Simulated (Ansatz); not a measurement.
**Hypothetical simple cubic Ru, pressure series**

The reference is Ru in the simple cubic structure (space group Pm-3m, No. 221; a = 2.480 Å; a hypothetical phase, not in the database extracts checked).

Cell and atoms are relaxed at each pressure.

All numbers come from plane-wave PAW DFT at the PBEsol level (Ansatz, a first-principles code, 420 eV), without spin-orbit coupling.

Notes on the quantities. enthalpy: H = E + PV relative to the base's energy.

```json
[
 {"variant": "base", "enthalpy": "–", "density": "11.00 g/cm³"},
 {"variant": "pressure −2 GPa", "enthalpy": "-0.19 eV/atom", "density": "10.91 g/cm³"},
 {"variant": "pressure −1 GPa", "enthalpy": "-0.10 eV/atom", "density": "10.96 g/cm³"},
 {"variant": "pressure 0.3 GPa", "enthalpy": "+0.03 eV/atom", "density": "11.01 g/cm³"},
 {"variant": "pressure 0.7 GPa", "enthalpy": "+0.07 eV/atom", "density": "11.03 g/cm³"},
 {"variant": "pressure 1.5 GPa", "enthalpy": "+0.14 eV/atom", "density": "11.07 g/cm³"},
 {"variant": "pressure 3 GPa", "enthalpy": "+0.28 eV/atom", "density": "___"},
 {"variant": "pressure 5 GPa", "enthalpy": "+0.47 eV/atom", "density": "11.21 g/cm³"},
 {"variant": "pressure 7.5 GPa", "enthalpy": "+0.70 eV/atom", "density": "11.32 g/cm³"},
 {"variant": "pressure 10 GPa", "enthalpy": "+0.93 eV/atom", "density": "11.42 g/cm³"}
]
```

What belongs in the blanks?


- pressure 3 GPa, density: 11.13 g/cm³

Load acts through the strain it causes; cell and atoms are relaxed under it. Whether these cells are dynamically stable was not tested. Competing high-pressure phases were not computed. All final runs are without spin polarisation.
